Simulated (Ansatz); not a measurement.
Results of r²SCAN (Ansatz, a program for electronic structure, PAW) for AlB2-type ZrB2.

Numerical settings: plane-wave cutoff 600 eV, 24×24×18 k mesh (along the axes of the cell as run), Fermi–Dirac smearing 0.086 eV (set by the program), scalar-relativistic PAW data made under PBE.

Computed at the level's own relaxed cell.

Hill averages of the elastic tensor: K = 242.8 GPa, G = 238.8 GPa. Volume 10.284 Å³/atom, mean atomic mass 37.615 u.

Task: Work out the density, the sound velocities of a polycrystal and the elastic Debye temperature, and Pugh's ratio at this level.

Result: ρ = 1.66054 × 37.615/10.284 = 6.074 g/cm³. v_l = √[(K + 4G/3)/ρ] = 9.612 km/s and v_t = √(G/ρ) = 6.270 km/s. The mean follows from 3/v_m³ = 1/v_l³ + 2/v_t³: v_m = 6.873 km/s. Θ_D = (ħ/k_B) v_m (6π²/V)^(1/3) = 76.38 K Å s/km × 6.873 × 1.7924 Å⁻¹ = 941 K, counting all atoms of the cell. K/G = 1.02, to be set beside Pugh's rough bound of 1.75 between brittle and ductile metals.
